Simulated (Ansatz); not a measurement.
**Al2O3: band gap against strain**

Al2O3 (corundum, R-3c, 8.562 Å³/atom at rest, c along z) under an equal strain ε in the (0001) plane with the normal axis free, as in a coherent film. PBEsol in Ansatz, a plane-wave DFT program (PAW, default set), 420 eV, 8×8×8 Γ-centred mesh, Fermi-Dirac smearing 0.05 eV; ions are relaxed within the symmetry of each cell. Gaps are the smallest over the k-mesh and a band path, without spin-orbit coupling; in all rows the valence edge lies at about 0.1 Å⁻¹ from Γ and the conduction edge at Γ.

Here s stands for strain and Eg for gap.

```csv
strain (%),gap (eV)
-3.00,?
-2.25,6.43
-1.50,6.32
-0.75,6.19
0.00,6.03
```

The 4 complete rows are fitted with a straight line, Eg against s. Means: s -1.1250, Eg 6.243. About the means, the sum of products is -0.49875 and the sum of squares of s is 2.8125; the slope is their ratio. Least squares gives Eg = 6.043 - 0.1773·s. Residuals (row less fit): -0.012, 0.011, 0.014, -0.013; standard error 0.018 (degrees of freedom: 2). Over these rows the gap moves by -18 ± 1 eV per unit strain.

**Question.** Estimate the missing Eg (s = -3.00); what did the run itself give?

**Answer.** Eg = 6.043 - 0.1773 × (-3.00) = 6.575 eV. The calculation gives 6.54 eV, 0.035 eV below the prediction (6.9 % of the range of Eg in the table). The row lies outside the fitted rows, so this is an extrapolation. From the scatter of the fitted rows alone, a prediction at this place has a standard error of 0.028 eV, so the miss is 1.2 times that.

One order more, fitted to all 5 runs of the series, follows each within 0.01, so the miss is the next term of a smooth law. Rows are the converged runs of the series near zero and its far end; series whose fitted rows scatter by over a few per cent of the range, as at a crossing or softening among them, aren't shown in this form. Most that stay on the fit to the last digits aren't either.
